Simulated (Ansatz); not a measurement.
Electronic density of states of amorphous In9Ga9Zn9O36H2, density 5.83 g/cm³, on a 2×2×2 Γ-centred mesh with a Gaussian width of 0.1 eV; energies count from the Fermi level. Cell and mesh are small, so fine structure isn't converged. These are PBE, scalar-relativistic without spin-orbit coupling (plane waves to 420 eV, PAW; Ansatz, a first-principles code) values and carry that method's errors. Sampling: a 2×2×2 Γ-centred mesh; Fermi-Dirac width 0.02 eV; no spin polarisation. The usual formal charges leave 2 electrons over, so the level spacing at the Fermi energy parts defect or band states and needn't be the band gap. The spare electrons fill defect levels or the bottom of the conduction band, and the levels at the Fermi energy are partly filled.

Preparation: random packing, a CHGNet melt and quench, and a DFT relaxation. O atoms were pushed apart under 1.9 Å during the dynamics, to hinder bonds among them. The hot cell started wider than the set density and was brought back towards it in steps. It is the lowest in DFT energy of 2 quenches. It is a model cell: composition and starting density were chosen by hand, and all elements were melted together. No dispersion term was used. Its density started from a set value of 5.83 and ended at 5.83 g/cm³. The quench (nominally 530 K/ps over its main leg) was far faster than any real one, so the model tends to hold more defects than a real film. A cell of this size samples the disorder only roughly. The volume was held where the preparation left it, at a PBE pressure of 4.3 GPa. Stress components on the final sampling reach 6.0 GPa. On a 2×2×2 Γ-centred mesh force components of up to 0.19 eV/Å stay, since the relaxation ran on the zone centre alone.

| E - EF (eV) | states/(eV atom) |
|---|---|
| -12.00 | 0.00 |
| -11.90 | 0.00 |
| -11.80 | 0.00 |
| -11.70 | 0.00 |
| -11.60 | 0.00 |
| -11.50 | 0.00 |
| -11.40 | 0.00 |
| -11.30 | 0.00 |
| -11.20 | 0.00 |
| -11.10 | 0.00 |
| -11.00 | 0.00 |
| -10.90 | 0.00 |
| -10.80 | 0.00 |
| -10.70 | 0.00 |
| -10.60 | 0.00 |
| -10.50 | 0.00 |
| -10.40 | 0.00 |
| -10.30 | 0.00 |
| -10.20 | 0.00 |
| -10.10 | 0.00 |
| -10.00 | 0.00 |
| -9.90 | 0.00 |
| -9.80 | 0.01 |
| -9.70 | 0.10 |
| -9.60 | 0.15 |
| -9.50 | 0.05 |
| -9.40 | 0.00 |
| -9.30 | 0.01 |
| -9.20 | 0.09 |
| -9.10 | 0.23 |
| -9.00 | 0.30 |
| -8.90 | 0.29 |
| -8.80 | 0.33 |
| -8.70 | 0.40 |
| -8.60 | 0.36 |
| -8.50 | 0.36 |
| -8.40 | 0.40 |
| -8.30 | 0.46 |
| -8.20 | 0.53 |
| -8.10 | 0.58 |
| -8.00 | 0.64 |
| -7.90 | 0.78 |
| -7.80 | 0.93 |
| -7.70 | 0.90 |
| -7.60 | 0.96 |
| -7.50 | 1.14 |
| -7.40 | 1.28 |
| -7.30 | 1.29 |
| -7.20 | 1.19 |
| -7.10 | 1.16 |
| -7.00 | 1.17 |
| -6.90 | 1.04 |
| -6.80 | 0.89 |
| -6.70 | 0.78 |
| -6.60 | 0.71 |
| -6.50 | 0.71 |
| -6.40 | 0.65 |
| -6.30 | 0.63 |
| -6.20 | 0.61 |
| -6.10 | 0.59 |
| -6.00 | 0.56 |
| -5.90 | 0.58 |
| -5.80 | 0.56 |
| -5.70 | 0.55 |
| -5.60 | 0.54 |
| -5.50 | 0.57 |
| -5.40 | 0.61 |
| -5.30 | 0.63 |
| -5.20 | 0.64 |
| -5.10 | 0.64 |
| -5.00 | 0.67 |
| -4.90 | 0.68 |
| -4.80 | 0.66 |
| -4.70 | 0.64 |
| -4.60 | 0.66 |
| -4.50 | 0.68 |
| -4.40 | 0.73 |
| -4.30 | 0.78 |
| -4.20 | 0.75 |
| -4.10 | 0.75 |
| -4.00 | 0.78 |
| -3.90 | 0.82 |
| -3.80 | 0.87 |
| -3.70 | 0.88 |
| -3.60 | 0.88 |
| -3.50 | 0.92 |
| -3.40 | 0.97 |
| -3.30 | 0.91 |
| -3.20 | 0.87 |
| -3.10 | 0.86 |
| -3.00 | 0.72 |
| -2.90 | 0.64 |
| -2.80 | 0.58 |
| -2.70 | 0.38 |
| -2.60 | 0.25 |
| -2.50 | 0.13 |
| -2.40 | 0.02 |
| -2.30 | 0.00 |
| -2.20 | 0.00 |
| -2.10 | 0.00 |
| -2.00 | 0.00 |
| -1.90 | 0.00 |
| -1.80 | 0.01 |
| -1.70 | 0.02 |
| -1.60 | 0.01 |
| -1.50 | 0.00 |
| -1.40 | 0.00 |
| -1.30 | 0.00 |
| -1.20 | 0.00 |
| -1.10 | 0.00 |
| -1.00 | 0.00 |
| -0.90 | 0.00 |
| -0.80 | 0.00 |
| -0.70 | 0.01 |
| -0.60 | 0.04 |
| -0.50 | 0.05 |
| -0.40 | 0.03 |
| -0.30 | 0.05 |
| -0.20 | 0.04 |
| -0.10 | 0.03 |
| 0.00 | 0.05 |
| 0.10 | 0.05 |
| 0.20 | 0.05 |
| 0.30 | 0.07 |
| 0.40 | 0.08 |
| 0.50 | 0.08 |
| 0.60 | 0.07 |
| 0.70 | 0.06 |
| 0.80 | 0.05 |
| 0.90 | 0.06 |
| 1.00 | 0.07 |
| 1.10 | 0.09 |
| 1.20 | 0.10 |
| 1.30 | 0.08 |
| 1.40 | 0.10 |
| 1.50 | 0.19 |
| 1.60 | 0.23 |
| 1.70 | 0.20 |
| 1.80 | 0.16 |
| 1.90 | 0.16 |
| 2.00 | 0.19 |
| 2.10 | 0.20 |
| 2.20 | 0.16 |
| 2.30 | 0.17 |
| 2.40 | 0.20 |
| 2.50 | 0.27 |
| 2.60 | 0.25 |
| 2.70 | 0.24 |
| 2.80 | 0.29 |
| 2.90 | 0.33 |
| 3.00 | 0.29 |
| 3.10 | 0.29 |
| 3.20 | 0.29 |
| 3.30 | 0.31 |
| 3.40 | 0.29 |
| 3.50 | 0.25 |
| 3.60 | 0.28 |
| 3.70 | 0.35 |
| 3.80 | 0.36 |
| 3.90 | 0.32 |
| 4.00 | 0.31 |
| 4.10 | 0.28 |
| 4.20 | 0.31 |
| 4.30 | 0.34 |
| 4.40 | 0.35 |
| 4.50 | 0.31 |
| 4.60 | 0.27 |
| 4.70 | 0.32 |
| 4.80 | 0.35 |
| 4.90 | 0.33 |
| 5.00 | 0.29 |
| 5.10 | 0.31 |
| 5.20 | 0.33 |
| 5.30 | 0.36 |
| 5.40 | 0.33 |
| 5.50 | 0.35 |
| 5.60 | 0.34 |
| 5.70 | 0.30 |
